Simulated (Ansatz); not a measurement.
Consider LiTaO3 (space group R3c, No. 161; a = 5.139 Å, c = 13.765 Å (hexagonal axes)).

Computed with Ansatz (a quantum-chemistry and plane-wave program), PBEsol, PAW, cutoff 420 eV, spin-orbit coupling left out, earlier PAW set.

For the base:

```
Quantity               Value
-------------------  -------
Lattice parameter a  5.139 Å
```

One thing is altered: full substitution O → S, then cell and atoms are relaxed.

Q: What happens to the lattice parameter a?

A: The lattice parameter a rises by 1.094 Å, from 5.139 Å to 6.233 Å.

Whether these cells are dynamically stable was not tested. As relaxed here, LiTaS3 is a hypothetical phase, not in the database extracts checked.
